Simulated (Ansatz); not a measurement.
## A series of runs on Sn (I4_1/amd, 2 atoms in the cell)

```xyz
2
Lattice="-2.9401 2.9401 1.5993 2.9401 -2.9401 1.5993 2.9401 2.9401 -1.5993" Properties=species:S:1:pos:R:3 pbc="T T T"
Sn     0.0000     2.9401     0.7996
Sn     0.0000     0.0000     0.0000
```

Base run A: PBE, harder PAW files (source: ansatz) in Ansatz (an electronic-structure program), self-consistent single point.

Its settings: basis.ecutwfc = 640 eV; kpoints.mp_grid.grid = 12 12 12; hamiltonian.xc = pbe; hamiltonian.pseudopotentials = {kind: paw, source: ansatz}; scf.occupations.method = methfessel_paxton; scf.occupations.width = 0.05 eV.

The starting cell comes from a database of computed structures (which also holds hypothetical and non-ambient phases and stackings), without a prior relaxation at this level. Ansatz's pressure includes its estimate of the finite-basis (Pulay) stress.

ΔF is the free energy per atom less that of run A. 

The first pressure column holds Ansatz's estimate of the finite-basis (Pulay) stress, which hides part of the cutoff error; the other is without it.

In some runs the Pulay estimate is large (up to 120 GPa), a sign of a cutoff far from converged.

Run A gave: pressure (GPa) 1.34; pressure at a fixed set of plane waves (GPa) 1.34.

Runs:
- B: lattice scaled by 0.97
- C: lattice scaled by 0.97; basis.ecutwfc: 640 eV → 385 eV
- D: lattice scaled by 0.985
- E: lattice scaled by 0.985; basis.ecutwfc: 640 eV → 385 eV
- F: lattice scaled by 1.015
- G: lattice scaled by 1.015; basis.ecutwfc: 640 eV → 385 eV
- H: lattice scaled by 1.03
- I: lattice scaled by 1.03; basis.ecutwfc: 640 eV → 385 eV
- J: basis.ecutwfc: 640 eV → 385 eV

**Question.** What does run G change against A?

**Answer.** The free energy rises by 2.52 eV/atom and the pressure goes from 1.34 to -1.11 GPa.

**Question.** What does run C change against A?

**Answer.** The free energy rises by 2.58 eV/atom and the pressure goes from 1.34 to 7.16 GPa.

| run | ΔF (meV/atom) | pressure (GPa) | pressure at a fixed set of plane waves (GPa) |
|---|---|---|---|
| A | 0.00 | 1.34 | 1.34 |
| B | 62.5 | 7.48 | 7.48 |
| C | 2584.3 | 7.16 | -115.19 |
| D | 20.2 | 4.06 | 4.06 |
| E | 2545.5 | 3.87 | -113.21 |
| F | -1.66 | -0.82 | -0.82 |
| G | 2522.6 | -1.11 | -107.92 |
| H | 12.3 | -2.55 | -2.55 |
| I | 2541.7 | -2.90 | -105.20 |
| J | 2524.6 | 1.22 | -110.69 |

Keys are those of Ansatz 0.2.
